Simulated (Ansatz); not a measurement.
Data:

```xyz
8
Lattice="4.0161 0.0000 0.0000 0.0000 4.0161 0.0000 0.0000 0.0000 8.6383" Properties=species:S:1:pos:R:3 pbc="T T T"
La     0.0000     2.0081     7.4054
La     2.0081     0.0000     1.2329
Cu     2.0081     2.0081     4.3191
Cu     0.0000     0.0000     4.3191
Se     0.0000     2.0081     2.8632
Se     2.0081     0.0000     5.7751
O      2.0081     2.0081     0.0000
O      0.0000     0.0000     0.0000
```

The numbers are results of PBEsol with spin-orbit coupling, rigid bands (plane waves, PAW; Ansatz, a first-principles code), not measurements. Condition of this run: spin-orbit coupling switched on. How the cell was made: cell and atoms relaxed with PBEsol.

Task: Predict the hole conductivity mass (n e² τ/σ) at 300 K, by direction if it differs.

Result: 0.56 (x), 0.56 (y), 2.2 (z) mₑ.

Task: Predict the electron conductivity mass (n e² τ/σ) at 300 K, by direction if it differs.

Result: 0.39 (x), 0.39 (y), 6.3 (z) mₑ.

Task: And the band gap?

Result: 1.35 eV at this level; semilocal functionals usually fall short of the measured gap.

Rigid bands, one relaxation time for all states, no polarons.

Formula and space group known from diffraction (Crystallography Open Database), not checked to be the room-temperature form: LaCuSeO (P4/nmm).
